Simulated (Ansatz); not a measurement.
# Ca4As2O (space group I4/mmm, No. 139; a cell from a computed database, its experimental status unchecked)

Space group I4/mmm (No. 139); a = b = 4.499 Å, c = 15.266 Å, α = β = γ = 90.00°

```
atom  site  symmetry       x       y       z
----  ----  --------  ------  ------  ------
Ca      4e       4mm  0.0000  0.0000  0.3288
Ca      4c      mmm.  0.0000  0.5000  0.0000
As      4e       4mm  0.0000  0.0000  0.1370
O       2b     4/mmm  0.0000  0.0000  0.5000
```
(The calculation used a cell of 7 atoms; values per cell refer to that cell.)

Level of theory: PBEsol/PAW in Ansatz (a quantum-chemistry and plane-wave program), no spin-orbit coupling. Settings: 10×10×10 k-points, 0.05 eV Fermi–Dirac smearing.

| Quantity | Result |
|---|---|
| Volume per atom | 22.07 Å³ |
| Density | 3.51 g/cm³ |
| Band gap | 1.11 eV, indirect, Γ → M |
| Electron mass | 1.0 mₑ along k, 0.18 mₑ across |
| Hole mass | 0.16 mₑ along c, 1.5 mₑ across |
| Lowest conduction-band minima above the VBM | M (1/2, 1/2, 1/2) 1.11 eV; X (0, 0, 1/2) 1.73 eV |
| Total energy | -2481.654 eV/atom (σ→0; compares only within this code and set-up) |

Effective masses come from finite differences of ±0.01 Å⁻¹. Along k means along the line from Γ to the band edge. Stability against distortions was not tested.
